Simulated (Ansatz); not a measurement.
1T (CdI2-type) MgI2 was calculated with r²SCAN (Ansatz, a quantum-chemistry and plane-wave program, PAW).

Numerical settings: plane-wave cutoff 600 eV, 12×12×6 k mesh (along the axes of the cell as run), finite displacements, scalar-relativistic PAW data made under PBE.

Cell (measured lattice):

```
MgI2
1.0
    4.15370     0.00000     0.00000
   -2.07685     3.59721     0.00000
    0.00000     0.00000     6.86200
Mg I
1 2
Direct
  0.00000   0.00000   0.00000
  0.66667   0.33333   0.75755
  0.33333   0.66667   0.24245
```

Task: Predict the electronic dielectric constant ε∞ (mean over three axes) and static dielectric constant (mean over three axes).

Result: 
* **electronic dielectric constant ε∞ (mean over three axes)**: 3.97
* **static dielectric constant (mean over three axes)**: 7.13

Note: the cell isn't this level's own, so it is under some stress, which shifts stiffness and frequencies.

Spin–orbit coupling is not included.

The result took very roughly 60 core-minutes.
